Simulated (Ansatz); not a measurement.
Several settings converged on the (100) slab of Hf2Ge (cut from a parent of space group no. 140; 12 atoms in the cell)

```xyz
12
Lattice="6.5608 0.0000 0.0000 0.0000 5.2771 0.0000 0.0000 0.0000 19.3242" Properties=species:S:1:pos:R:3 pbc="T T T"
Hf     2.2585     2.6385    12.3242
Hf     4.3023     2.6385    10.2804
Hf     4.3023     0.0000    12.3242
Hf     2.2585     0.0000    10.2804
Ge     0.0000     3.9578    11.3023
Ge     0.0000     1.3193    11.3023
Hf     5.5389     0.0000     9.0438
Hf     1.0219     0.0000     7.0000
Hf     1.0219     2.6385     9.0438
Hf     5.5389     2.6385     7.0000
Ge     3.2804     1.3193     8.0219
Ge     3.2804     3.9578     8.0219
```

Base method: PBEsol, default PAW files made with PBE (plane waves; Ansatz, an electronic-structure program).

Base settings: basis.ecutwfc = 30.9 Ry; kpoints.mp_grid.grid = 3 3 1; hamiltonian.xc = pbesol; hamiltonian.pseudopotentials = {kind: paw} (the program's default PAW files); scf.occupations.method = fermi_dirac; scf.occupations.width = 0.0073 Ry.

The count of work is k-points × plane waves × bands × iterations; it is no time. Core times come from one kind of shared machine, to one figure; runs under 30 s give none.

**The vacuum**

The mesh stays at the base's, so the ladder's end is converged at best in this setting alone.

Only quantities that move along the ladder and can be compared are tabulated.

| vacuum between outermost atoms (Å) | free energy less the last step's (meV/atom) | largest difference of a force vector from the last step's (eV/Å) | count of work / last | core time / last (rough) |
|---|---|---|---|---|
| 3.0 | -245.21 | 1.508 | 0.19 | – |
| 4.0 | -79.33 | 0.637 | 0.24 | – |
| 5.0 | -25.69 | 0.286 | 0.26 | – |
| 6.0 | -5.89 | 0.106 | 0.29 | – |
| 7.0 | -0.58 | 0.025 | 0.35 | – |
| 8.0 | 0.13 | 0.008 | 0.34 | – |
| 10.0 | 0.06 | 0.001 | 0.39 | – |
| 12.0 | 0.01 | 0.000 | 0.44 | – |
| 14.0 | 0.00 | 0.000 | 0.49 | 0.6 |
| 17.0 | 0.00 | 0.000 | 0.63 | 0.7 |
| 20.0 | 0.00 | 0.000 | 0.72 | 0.8 |
| 25.0 | 0.00 | 0.000 | 0.77 | 0.9 |
| 30.0 | 0.00 | 0.000 | 1.0 | 1 |

Smallest vacuum between outermost atoms (Å) that holds the free energy within 1 meV/atom of the last step, with all finer ones: 7.0, at 0.35 of the last step's count of work; the step before is off by 5.9 meV/atom.

Smallest vacuum between outermost atoms (Å) that holds the forces within 0.01 eV/Å of the last step, with all finer ones: 8.0, at 0.34 of the last step's count of work; the step before is off by 0.025 eV/Å.

**The k-point mesh**

Only quantities that move along the ladder and can be compared are tabulated.

```csv
kpoints.mp_grid.grid,free energy less the last step's (meV/atom),largest difference of a force vector from the last step's (eV/Å),count of work / last,core time / last (rough)
1 1 1,-240.97,0.532,0.023,–
1 2 1,144.85,0.533,0.042,–
2 2 1,54.12,0.227,0.083,0.07
2 3 1,2.34,0.163,0.075,0.07
3 3 1,-7.00,0.118,0.075,0.07
3 4 1,1.71,0.037,0.12,0.1
4 5 1,-1.12,0.006,0.19,0.2
5 6 1,0.42,0.006,0.25,0.2
6 7 1,-0.28,0.008,0.33,0.3
7 9 1,-0.15,0.004,0.42,0.4
8 10 1,0.09,0.002,0.62,0.5
10 12 1,0.03,0.001,0.88,0.9
11 14 1,0.00,0.000,1.0,1
```

Coarsest kpoints.mp_grid.grid that holds the forces within 0.02 eV/Å of the last step, with all finer ones: 4 5 1, at 0.19 of the last step's count of work and about 0.2 of the last step's time; the step before is off by 0.037 eV/Å.

Coarsest kpoints.mp_grid.grid that holds the free energy within 1 meV/atom of the last step, with all finer ones: 5 6 1, at 0.25 of the last step's count of work and about 0.2 of the last step's time; the step before is off by 1.1 meV/atom.

**The plane-wave cutoff**

The mesh stays at the base's, so the ladder's end is converged at best in this setting alone.

Only quantities that move along the ladder and can be compared are tabulated.

| basis.ecutwfc | free energy less the last step's (meV/atom) | largest difference of a force vector from the last step's (eV/Å) | count of work / last | core time / last (rough) |
|---|---|---|---|---|
| 15.4 Ry | 4780.05 | 0.264 | 0.12 | – |
| 18.4 Ry | 1045.75 | 0.052 | 0.15 | – |
| 21.7 Ry | 131.12 | 0.017 | 0.17 | – |
| 26.1 Ry | 4.99 | 0.004 | 0.22 | – |
| 30.9 Ry | 1.28 | 0.001 | 0.29 | 0.2 |
| 37.1 Ry | 0.33 | 0.000 | 0.38 | 0.3 |
| 46.3 Ry | 0.13 | 0.000 | 0.59 | 0.4 |
| 61.7 Ry | 0.00 | 0.000 | 1.0 | 1 |

Coarsest basis.ecutwfc that holds the forces within 0.02 eV/Å of the last step, with all finer ones: 21.7 Ry, at 0.17 of the last step's count of work; the step before is off by 0.052 eV/Å.

Coarsest basis.ecutwfc that holds the free energy within 2 meV/atom of the last step, with all finer ones: 30.9 Ry, at 0.29 of the last step's count of work and about 0.2 of the last step's time; the step before is off by 5.0 meV/atom.

On the base run: the starting cell comes from a database of computed structures (which also holds hypothetical and non-ambient phases and stackings), without a prior relaxation at this level. The slab is cut from that crystal, and its faces are unrelaxed. Its lattice was rescaled by up to half a per cent. Spin polarisation is off, though cut faces can carry moments; the slab shows no gap. In the base run, forces exceed 1 eV/Å. Without a gap this mesh is coarse (it stands for a supercell whose shortest in-plane vector is 16 Å).

Left out of this page: 1 run of the series stopped by limits of time or memory.

Keys are those of Ansatz 0.2.
